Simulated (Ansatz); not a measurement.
**Al on the Si site + 1 H (metastable 2H silicon carbide host)**

Level of theory: PBE, PAW (plane waves to 420 eV; Ansatz, an electronic-structure program). Cell and caveats: 96-site cell; 2×2×2 shifted k-points; start: the Si site; H antibonding at the neighbour; energies good to tenths of an eV; flagged in the runs: a host whose relaxation on this sampling wasn't shown to rest.

Neighbours after relaxation, in Å: of the Al atom: C 1.96, C 1.96, C 1.98, C 2.10; of the H atom: C 1.11, Si 2.00, Si 2.01, Si 2.01, C 2.19, C 2.19.

Formation energies E_f are those of the neutral cell. Chemical conditions: C-rich (Δμ(Si) = -0.40 eV, Δμ(H) = -0.32 eV, Δμ(Al) = -0.16 eV, bounded by CH4 molecule, Al4C3 (R-3m); only phases computed here count, gases as isolated molecules at 0 K). Reference phases: Al: fcc Al, H: H2 molecule in a box, Si: silicon.

| charge | moment (μB) | largest move off a lattice site (Å) | E_f, C-rich (eV) |
|---|---|---|---|
| 0 | not spin-polarised | 0.20 | 1.90 |

No other site or start that was run ended lower by more than 0.1 eV.

Flagged in the runs: a host whose relaxation on this sampling wasn't shown to rest.
